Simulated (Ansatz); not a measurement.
Take CdSe in the zinc blende structure (space group F-43m, No. 216; a = 6.082 Å) as the base. Axes: x, y, z lie along the cube axes.

All numbers come from Ansatz (a first-principles code), PBEsol, PAW, cutoff 420 eV, without spin-orbit coupling.

Modification: tensor shear ε_xy = +1.14 % (engineering shear γ = 0.0228); the atoms relax in the strained cell.

Task: Predict the stress tensor and what it implies for the stiffness.

Result: Stress of the strained cell less that of the base (GPa, compression positive):
```
   0.00   -0.51    0.00
  -0.51    0.00    0.00
   0.00    0.00   -0.01
```

Then −Δσ/γ with γ = 2ε = 0.0228 gives relaxed-ion elastic constants: C66 ≈ 23 GPa.

Whether these cells are dynamically stable was not tested.
